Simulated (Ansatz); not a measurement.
Consider the following.

End structure of a constructed model of the (111) surface of fcc Pd, a layer of In in place of the second plane (bottom of the slab: a bare face, its two planes held):

```
CELL_PARAMETERS angstrom
      2.78861     0.00000     0.00000
     -1.39431     2.41501     0.00000
      0.00000     0.00000    27.50000
ATOMIC_POSITIONS crystal
  Pd 0.33333 0.66667 0.29236
  Pd 0.66667 0.33333 0.37515
  Pd 0.00000 0.00000 0.45791
  Pd 0.33333 0.66667 0.54224
  In 0.66667 0.33333 0.62595
  Pd 0.00000 0.00000 0.70926
```

Model: 6-atom slab, 11.4 Å thick at the start, 15x15x1 mesh, Fermi-Dirac 0.1 eV, dipole correction, 2 atoms held, the rest relaxed; start symmetry kept, larger cells not searched; no spin, no spin-orbit, no U. In PBE it is, or lies within 0.01 eV a 1x1 cell of, the lowest of the 2 structures of its composition computed so far; larger cells were not tried.

What is the computed work function of the top face (Ansatz (a first-principles code) with PBE)?

4.85 eV
